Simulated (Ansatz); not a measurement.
Band structure of CaCu4As2 (R-3m, 7 atoms in the cell).

```xyz
7
Lattice="2.0085 1.1596 7.3654 -2.0085 1.1596 7.3654 0.0000 -2.3192 7.3654" Properties=species:S:1:pos:R:3 pbc="T T T"
Ca     0.0000     0.0000     0.0000
Cu     0.0000     0.0000     3.1938
Cu     0.0000     0.0000    18.9024
Cu     0.0000     0.0000    12.4035
Cu     0.0000     0.0000     9.6926
As     0.0000     0.0000     5.5720
As     0.0000     0.0000    16.5242
```

Method: PBEsol, PAW files made with PBE (plane waves; Ansatz, a program for electronic structure).

Settings: kpoints.mp_grid.grid = 5 5 5; hamiltonian.xc = pbesol; hamiltonian.pseudopotentials = {kind: paw} (the program's default PAW files); scf.occupations.method = gaussian; scf.occupations.width = 0.02 Ry; kpoints.band_path.path = [[0.0, 0.0, 0.0], [0.5, 0.0, 0.0], [0.5, 0.18319151, -0.18319151]]; kpoints.band_path.npoints = 8.

The starting cell comes from a database of computed structures (which also holds hypothetical and non-ambient phases and stackings), without a prior relaxation at this level. Its lattice was rescaled by a random factor within 2.5 % of one. Spin polarisation is off. The run gives no clean gap (levels at the Fermi energy touch, overlap or are partly filled at this smearing), which alone does not show that the compound is a metal.

Levels in eV from the Fermi level, bands 55 to 62:
| point | 55 | 56 | 57 | 58 | 59 | 60 | 61 | 62 |
|---|---|---|---|---|---|---|---|---|
| Γ | -0.16 | -0.16 | 0.61 | 0.69 | 0.69 | 1.32 | 1.55 | 2.55 |
| L | -2.54 | -2.47 | -1.97 | -0.48 | 1.00 | 1.87 | 1.98 | 3.04 |
| B1 | -2.28 | -2.09 | -1.49 | -1.48 | -0.31 | 2.45 | 3.19 | 3.72 |

Bands cross the Fermi level along this path, so the cell is metallic at this level.

Keys are those of Ansatz 0.2.
